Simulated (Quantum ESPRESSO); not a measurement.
Quantum ESPRESSO is run on VSb (P6_3/mmc, 4 atoms in the cell), and the run fails. The aim is a self-consistent single point with DFT, LDA (PZ), plane waves, GBRV 1.5 ultrasoft (LDA) pseudopotentials.

Cell that was meant: a = 4.1471 Å, b = 4.1471 Å, c = 5.6004 Å, α = 90.00°, β = 90.00°, γ = 120.00°.

Part of the input:

```fortran
    calculation = 'scf'
    prefix = 'scf'
    outdir = './tmp/'
    pseudo_dir = './pseudo'
    tprnfor = .true.
    tstress = .true.
/
```

Output, abridged:

```
 %%%%%%%%%%%%%%%%%%%%%%%%%%%%%%%%%%%%%%%%%%%%%%%%%%%%%%%%%%%%%%%%%%%%%%%%%%%%%%
     Error in routine readpp (1):
     file ./pseudo/v_lda_v1.4.uspp.F.UPF not found
 %%%%%%%%%%%%%%%%%%%%%%%%%%%%%%%%%%%%%%%%%%%%%%%%%%%%%%%%%%%%%%%%%%%%%%%%%%%%%%

     stopping ...
```

### Question
From the messages shown, name the fault and mend the input.

### Answer
The fault is a wrong folder for the potentials. The files are not in the folder that the input names. To fix it, correct the folder. The program stopped before any SCF iteration.

The sound input it was made from differs as follows (other fixes are possible):
```diff
-    pseudo_dir = './pseudo'
+    pseudo_dir = './'
```

With that input, the run converged in 15 iterations: free energy E − TS -8969.9612 eV; Fermi level (on the code's own zero) 12.48 eV; pressure -8.04 GPa; size of the cell's spin moment 2.72 μB; site moments (μB, in the program's spheres or projections) V 1.26, V 1.26, Sb -0.06, Sb -0.06 (DFT, LDA (PZ), plane waves, GBRV 1.5 ultrasoft (LDA) pseudopotentials).

On the sound input: the starting cell comes from a database of computed structures (which also holds hypothetical and non-ambient phases and stackings), without a prior relaxation at this level. Its lattice was rescaled by a random factor within 2.5 % of one. The magnetic order is the one reached from the typed start; others were not searched systematically. With a pressure of about -8 GPa the cell is away from its equilibrium volume at this level. Without a gap this mesh is coarse (it stands for a supercell whose shortest vector is 17 Å).
